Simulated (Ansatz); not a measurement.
# A computed series for CuI: pressure series

Base system: CuI in the zinc blende structure (space group F-43m, No. 216; a = 5.862 Å).

Cell and atoms are relaxed at each pressure.

Level of theory: LDA (Ansatz, a first-principles code; PAW; 420 eV plane waves; without spin-orbit coupling).

Computed cases, in order: pressure −2 GPa; pressure −1 GPa; 0 GPa (base); pressure 0.9 GPa; pressure 2.1 GPa; pressure 4.5 GPa; pressure 9 GPa; pressure 15 GPa; pressure 22.5 GPa; pressure 30 GPa.

Question: Between which two neighbouring cases does the gap turn between direct and indirect?

Answer: Between pressure 15 GPa (1.81 eV, direct at Γ) and pressure 22.5 GPa (1.85 eV, indirect, Γ → X). The whole series: pressure −2 GPa: 1.11 eV, direct at Γ; pressure −1 GPa: 1.17 eV, direct at Γ; 0 GPa (base): 1.22 eV, direct at Γ; pressure 0.9 GPa: 1.27 eV, direct at Γ; pressure 2.1 GPa: 1.33 eV, direct at Γ; pressure 4.5 GPa: 1.43 eV, direct at Γ; pressure 9 GPa: 1.61 eV, direct at Γ; pressure 15 GPa: 1.81 eV, direct at Γ; pressure 22.5 GPa: 1.85 eV, indirect, Γ → X; pressure 30 GPa: 1.73 eV, indirect, Γ → X.

With I present, leaving out spin-orbit coupling can change the band edges. Load acts through the strain it causes; cell and atoms are relaxed under it. Whether these cells are dynamically stable was not tested. Tetrahedral semiconductors of this kind turn to denser phases somewhere between about 1 and 50 GPa; those were not computed, so compressed cells here can lie past the real transition. The final runs are not spin-polarised.
